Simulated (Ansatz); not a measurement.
The starting structures come from a database of crystals and need not be the phases stable at ambient conditions.

```yaml
crystal:
  lattice:
    - [7.73409, 0.00000, 0.00000]
    - [0.00000, 7.73409, 0.00000]
    - [0.00000, 0.00000, 5.95529]
  atoms:
    - { symbol: Rb, position: [0.50000, 0.50000, 0.00000] }
    - { symbol: Rb, position: [0.00000, 0.00000, 0.00000] }
    - { symbol: Rb, position: [0.81621, 0.31621, 0.50000] }
    - { symbol: Rb, position: [0.18379, 0.68379, 0.50000] }
    - { symbol: Rb, position: [0.68379, 0.81621, 0.50000] }
    - { symbol: Rb, position: [0.31621, 0.18379, 0.50000] }
    - { symbol: H, position: [0.50000, 0.50000, 0.50000] }
    - { symbol: H, position: [0.00000, 0.00000, 0.50000] }
    - { symbol: H, position: [0.39195, 0.89195, 0.80676] }
    - { symbol: H, position: [0.60805, 0.10805, 0.19324] }
    - { symbol: H, position: [0.10805, 0.39195, 0.80676] }
    - { symbol: H, position: [0.89195, 0.60805, 0.19324] }
    - { symbol: H, position: [0.60805, 0.10805, 0.80676] }
    - { symbol: H, position: [0.39195, 0.89195, 0.19324] }
    - { symbol: H, position: [0.89195, 0.60805, 0.80676] }
    - { symbol: H, position: [0.10805, 0.39195, 0.19324] }
    - { symbol: Pt, position: [0.50000, 0.00000, 0.00000] }
    - { symbol: Pt, position: [0.00000, 0.50000, 0.00000] }
```

Space group of this cell: P4/mbm. The cell is taken as given.

Transport runs along the normal of the first two printed cell vectors, the (001) plane of the conventional cell.

No gap correction and no spin-orbit coupling; mid-gap values are interpolated between computed energies.

Problem. State the band gap and the smallest decay constant κ at mid-gap according to Ansatz (a quantum-chemistry and plane-wave program) with PBEsol.

Solution. Gap 2.57 eV on a 4×4×6 mesh; κ = 0.342 1/Å, at the zone centre.
